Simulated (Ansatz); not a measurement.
Consider O vacancy in rock-salt CaO, neutral cell. The step: one O atom jumps into the vacancy from a nearby O site; the atom moves 3.44 Å along (0.00, 0.50, 0.50) of the unit cell; the moving atom starts with neighbours 4 Ca at 2.41, 2 Ca at 2.42 Å and ends with 4 Ca at 2.41, 2 Ca at 2.42 Å. A PBE band in Ansatz (plane-wave PAW, the Γ point alone, 64 host sites, 73 SCF runs with any check of the saddle's order, static, no finite-size correction) gives a forward barrier of 2.86 eV. The saddle point's order was not checked, and it lies on a symmetry element of the cell, where a band can be held. The charge state is imposed; whether it is stable for some Fermi level was not computed. Forms of the defect that were not tried may lie lower.

Single points at the band's start and saddle point can refine it. Rough cost of one point, in units of the band's mean SCF on the same machine:

```csv
Level,Cost of one point
"PBE, a 2×2×2 k-point mesh shifted by half a step",about 10
"r2SCAN at 500 eV, the Γ point alone",about 5
```

### Question
Which of these move the barrier by more than 0.1 eV, and how far does each move it?

### Answer
PBE, a 2×2×2 k-point mesh shifted by half a step: +0.44 eV; r2SCAN at 500 eV, the Γ point alone: +0.36 eV. Each functional is compared with PBE at the same k-points.

Ansatz is a program for electronic structure.
